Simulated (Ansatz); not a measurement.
Arrangements of (Si,Sn) (diamond start, 16 atoms, Si 0.625, Sn 0.375; order 0 is random, negative favours unlike neighbours; against end members of that type):

A. Cm cell, first-shell order -0.07
B. C2/m cell, first-shell order +0.33
C. P1 cell, first-shell order +0.07
D. Amm2 cell, first-shell order -0.60

Calculation: PBE (plane waves to 420 eV, PAW; Ansatz, a program for electronic structure). Scalar-relativistic, without spin–orbit coupling.

### Question
Order them by mixing enthalpy, lowest first.

### Answer
D (157 meV/site), A (171 meV/site), C (191 meV/site), B (218 meV/site)
